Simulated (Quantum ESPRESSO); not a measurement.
Quantum ESPRESSO run on GaN (F-43m, 2 atoms in the cell): self-consistent single point.

Computed with PBE, PseudoDojo standard norm-conserving (PBE) pseudopotentials (plane waves; Quantum ESPRESSO).

The change in words: lattice scaled by 0.98. Reference geometry:
```yaml
crystal:
  lattice:
    - [-2.27806, 0.00000, 2.27806]
    - [0.00000, 2.27806, 2.27806]
    - [-2.27806, 2.27806, 0.00000]
  atoms:
    - { symbol: Ga, position: [0.00000, 0.00000, 0.00000] }
    - { symbol: N, position: [0.75000, 0.75000, 0.75000] }
```

Reference input (self-consistent single point, DFT, PBE, plane waves, PseudoDojo standard norm-conserving (PBE) pseudopotentials): ecutwfc = 85 Ry; occupations = fixed; potentials = {Ga: Ga.upf, N: N.upf}; K_POINTS = automatic 6 6 6 0 0 0; nbnd = 15; conv_thr = 1e-10 Ry; mixing_beta = 0.4. This run's input differs from it in these lines:

```diff
@@ -11,3 +11,3 @@
  ibrav = 2,
- celldm(1) = 8.6098303293,
+ celldm(1) = 8.4376347054,
  nat = 2,
@@ -27,3 +27,3 @@
 Ga    0.0000000000    0.0000000000    0.0000000000
-N    -3.4170945000    3.4170945000    3.4170945000
+N    -3.3487530000    3.3487530000    3.3487530000
 K_POINTS {automatic}
```

Output (repeated stretches shortened):

```
     Self-consistent Calculation

     iteration #  1     ecut=    85.00 Ry     beta= 0.40

---- Real-time Memory Report at c_bands before calling an iterative solver
            55 MiB given to the printing process from OS
            24 MiB allocation reported by mallinfo(arena+hblkhd)
------------------

     total energy              =    -173.63547603 Ry
     estimated scf accuracy    <       0.51950275 Ry

     iteration #  2     ecut=    85.00 Ry     beta= 0.40

---- Real-time Memory Report at c_bands before calling an iterative solver
            65 MiB given to the printing process from OS
   [... lines left out ...]

---- Real-time Memory Report at c_bands before calling an iterative solver
            67 MiB given to the printing process from OS
            32 MiB allocation reported by mallinfo(arena+hblkhd)
------------------

     total energy              =    -173.75682739 Ry
     estimated scf accuracy    <          7.0E-10 Ry

     iteration # 10     ecut=    85.00 Ry     beta= 0.40

---- Real-time Memory Report at c_bands before calling an iterative solver
            69 MiB given to the printing process from OS
            32 MiB allocation reported by mallinfo(arena+hblkhd)
------------------
     End of self-consistent calculation

     highest occupied, lowest unoccupied level (ev):    11.0538   12.9945

!    total energy              =    -173.75682739 Ry
     estimated scf accuracy    <          9.5E-12 Ry

     convergence has been achieved in  10 iterations

     Forces acting on atoms (cartesian axes, Ry/au):

     atom    1 type  1   force =    -0.00000000    0.00000000   -0.00000000
     atom    2 type  2   force =     0.00000000    0.00000000    0.00000000

     Total force =     0.000000     Total SCF correction =     0.000000

          total   stress  (Ry/bohr**3)                   (kbar)     P=      109.83
   0.00074661  -0.00000000  -0.00000000          109.83       -0.00       -0.00
  -0.00000000   0.00074661   0.00000000           -0.00      109.83        0.00
  -0.00000000   0.00000000   0.00074661           -0.00        0.00      109.83

   JOB DONE.
```

The run converged in 10 iterations. Against the reference run the free energy rises by 20.9 meV/atom, the pressure goes from -0.75 to 10.98 GPa and the gap on the mesh goes from 1.544 to 1.941 eV.

The starting cell comes from a database of computed structures (which also holds hypothetical and non-ambient phases and stackings), without a prior relaxation at this level. Its lattice was rescaled by a random factor within 2.5 % of one. For this run, on top of that: lattice scaled by 0.98. With a pressure of about 11 GPa the cell is away from its equilibrium volume at this level.
